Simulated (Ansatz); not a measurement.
The parent structure is HgS (space group P3_221, No. 154; made of chains).

```
HgS
1.0
    4.46492     0.00000     0.00000
   -2.23246     3.86673     0.00000
    0.00000     0.00000     9.75823
Hg S
3 3
Cartesian
  3.43448   0.00000   6.50549
 -1.71724   2.97435   3.25274
  0.51522   0.89239   0.00000
  1.99529   0.00000   1.62637
 -0.99764   1.72797   8.13186
  1.23482   2.13876   4.87912
```

Calculations: plane-wave PAW DFT at the PBE level (Ansatz, an electronic-structure program, 420 eV), scalar-relativistic without spin-orbit coupling.

Carriers are added at fixed cell with a uniform background; the Fermi–Dirac width is that of 300 K.

One change was made to it. Results:

| quantity | base | after |
|---|---|---|
| Fermi level relative to the doped band's edge (positive inside the band; to 0.05 eV) | – | +0.15 eV |
| largest internal atomic displacement | – | 0.023 Å |

Which of these changes matches the shifts?
A) holes 1.0×10^22 cm⁻³
B) holes 3.0×10^21 cm⁻³
C) electrons 5.0×10^21 cm⁻³
D) electrons 3.0×10^21 cm⁻³
E) electrons 7.0×10^21 cm⁻³

B, holes 3.0×10^21 cm⁻³. For comparison, the largest internal atomic displacement in the other runs: electrons 7.0×10^21 cm⁻³ gives 0.228 Å; electrons 5.0×10^21 cm⁻³ gives 0.369 Å; electrons 3.0×10^21 cm⁻³ gives 0.187 Å; holes 1.0×10^22 cm⁻³ gives 0.057 Å.

Carriers are added with a uniform compensating background; total energy and stress of such cells depend on the potential's zero and are not compared; many-body gap narrowing is missing at this level. Whether these cells are dynamically stable was not tested. No dispersion term is included, though the crystal is made of layers, chains or molecules, so its spacings can come out too wide.
